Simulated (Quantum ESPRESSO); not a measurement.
The steps of a band-structure calculation for Si2Ni (Fm-3m, 3 atoms in the cell) with Quantum ESPRESSO.

Method of the run: PBE, SSSP 1.1.2 efficiency (PBE) pseudopotentials (plane waves; Quantum ESPRESSO).

Step 1 (scf):

```fortran
&CONTROL
   calculation = 'scf',
   prefix = 'si2ni',
   outdir = './work',
   pseudo_dir = './',
   tprnfor = .true.,
   tstress = .true.,
/
&SYSTEM
   ibrav = 0,
   nat = 3,
   ntyp = 2,
   ecutwfc = 50,
   ecutrho = 400,
   occupations = 'smearing',
   smearing = 'gauss',
   degauss = 0.0036749,
   nbnd = 19,
/
&ELECTRONS
   conv_thr = 1.0d-10,
   mixing_beta = 0.3,
/
ATOMIC_SPECIES
Si    28.0850  Si.pbe-n-rrkjus_psl.1.0.0.UPF
Ni    58.6934  ni_pbe_v1.4.uspp.F.UPF
CELL_PARAMETERS {angstrom}
   0.0000000000     2.7157780000     2.7157780000
   2.7157780000     0.0000000000     2.7157780000
   2.7157780000     2.7157780000     0.0000000000
ATOMIC_POSITIONS {bohr}
Si    2.5660383176    2.5660383176    2.5660383176
Si    7.6981149529    7.6981149529    7.6981149529
Ni    0.0000000000    0.0000000000    0.0000000000
K_POINTS {automatic}
11 11 11  0 0 0
```

Step 2 (bands):

```fortran
&CONTROL
   calculation = 'bands',
   prefix = 'si2ni',
   outdir = './work',
   pseudo_dir = './',
   verbosity = 'high',
/
&SYSTEM
   ibrav = 0,
   nat = 3,
   ntyp = 2,
   ecutwfc = 50,
   ecutrho = 400,
   occupations = 'smearing',
   smearing = 'gauss',
   degauss = 0.0036749,
   nbnd = 20,
/
&ELECTRONS
   conv_thr = 1.0d-10,
   startingwfc = 'random',
   diago_thr_init = 1.0d-6,
   diagonalization = 'cg',
/
ATOMIC_SPECIES
Si    28.0850  Si.pbe-n-rrkjus_psl.1.0.0.UPF
Ni    58.6934  ni_pbe_v1.4.uspp.F.UPF
CELL_PARAMETERS {angstrom}
   0.0000000000     2.7157780000     2.7157780000
   2.7157780000     0.0000000000     2.7157780000
   2.7157780000     2.7157780000     0.0000000000
ATOMIC_POSITIONS {bohr}
Si    2.5660383176    2.5660383176    2.5660383176
Si    7.6981149529    7.6981149529    7.6981149529
Ni    0.0000000000    0.0000000000    0.0000000000
K_POINTS {crystal_b}
12
  0.00000000   0.00000000   0.00000000  12  ! G
  0.50000000   0.00000000   0.50000000   6  ! X
  0.50000000   0.25000000   0.75000000   4  ! W
  0.37500000   0.37500000   0.75000000  12  ! K
  0.00000000   0.00000000   0.00000000  10  ! G
  0.50000000   0.50000000   0.50000000   7  ! L
  0.62500000   0.25000000   0.62500000   4  ! U
  0.50000000   0.25000000   0.75000000   8  ! W
  0.50000000   0.50000000   0.50000000   7  ! L
  0.37500000   0.37500000   0.75000000   1  ! K
  0.62500000   0.25000000   0.62500000   4  ! U
  0.50000000   0.00000000   0.50000000   1  ! X
```

Step 3 (bands.x):

```fortran
&BANDS
   prefix = 'si2ni',
   outdir = './work',
   filband = 'bands.dat',
   lsym = .false.,
/
```

Output of bands (abridged):

```
     Atomic positions and unit cell read from directory:
     ./work/si2ni.save/

     Message from routine setup:
     using ibrav=0 with symmetry is DISCOURAGED, use correct ibrav instead
     G-vector sticks info
     --------------------
     sticks:   dense  smooth     PW     G-vecs:    dense   smooth      PW
     Sum        1459     733    211                36613    12939    2109

     bravais-lattice index     =            0
   [... lines left out ...]
     unit-cell volume          =     270.3394 (a.u.)^3
   [... lines left out ...]

     number of k points=    76  Gaussian smearing, width (Ry)=  0.0037
                       cart. coord. in units 2pi/alat
        k(    1) = (   0.0000000   0.0000000   0.0000000), wk =   0.0263158
        k(    2) = (   0.0000000   0.0589256   0.0000000), wk =   0.0263158
        k(    3) = (   0.0000000   0.1178511   0.0000000), wk =   0.0263158
   [... 73 lines left out ...]

     Dense  grid:    36613 G-vectors     FFT dimensions: (  48,  48,  48)

     Smooth grid:    12939 G-vectors     FFT dimensions: (  36,  36,  36)

     The potential is recalculated from file :
     ./work/si2ni.save/charge-density

     Band Structure Calculation
     CG style diagonalization

     ethr =  1.00E-06,  avg # of iterations = 27.3

     End of band structure calculation

          k = 0.0000 0.0000 0.0000 (  1639 PWs)   bands (ev):

   -91.6718 -52.0718 -52.0718 -52.0718  -0.8141   7.8128   7.8128   7.8128
     9.5017   9.5017  12.5063  14.6314  14.6314  14.6314  15.2207  15.2207
    15.2207  17.6110  17.6110  17.6110

          k = 0.0000 0.0589 0.0000 (  1635 PWs)   bands (ev):

   -91.6718 -52.0718 -52.0718 -52.0718  -0.7800   7.7563   7.8156   7.8156
     9.4811   9.5082  12.5046  14.1283  14.1283  14.7443  15.0746  15.7688
    15.7688  17.1977  17.6551  17.6551

   [... 74 blocks of this kind left out ...]
```

Output of bands.x (abridged):

```
     Reading xml data from directory:

     ./work/si2ni.save/

     G-vector sticks info
     --------------------
     sticks:   dense  smooth     PW     G-vecs:    dense   smooth      PW
     Sum        1459     733    211                36613    12939    2109

     Reading collected, re-writing distributed wavefunctions
     high-symmetry point:  0.0000 0.0000 0.0000   x coordinate   0.0000
     high-symmetry point:  0.0000 0.7071 0.0000   x coordinate   0.7071
     high-symmetry point:  0.3536 0.7071 0.0000   x coordinate   1.0607
     high-symmetry point:  0.5303 0.5303 0.0000   x coordinate   1.3107
     high-symmetry point:  0.0000 0.0000 0.0000   x coordinate   2.0607
     high-symmetry point:  0.3536 0.3536 0.3536   x coordinate   2.6730
     high-symmetry point:  0.1768 0.7071 0.1768   x coordinate   3.1060
     high-symmetry point:  0.3536 0.7071 0.0000   x coordinate   3.3560
     high-symmetry point:  0.3536 0.3536 0.3536   x coordinate   3.8560
     high-symmetry point:  0.5303 0.5303 0.0000   x coordinate   4.2891
     high-symmetry point:  0.1768 0.7071 0.1768   x coordinate   4.2891
     high-symmetry point:  0.0000 0.7071 0.0000   x coordinate   4.5391

     Plottable bands (eV) written to file bands.dat.gnu
     Bands written to file bands.dat

   JOB DONE.
```

The starting cell comes from a database of computed structures (which also holds hypothetical and non-ambient phases and stackings), without a prior relaxation at this level. Its lattice was rescaled by a random factor within 2.5 % of one. Spin polarisation is off.
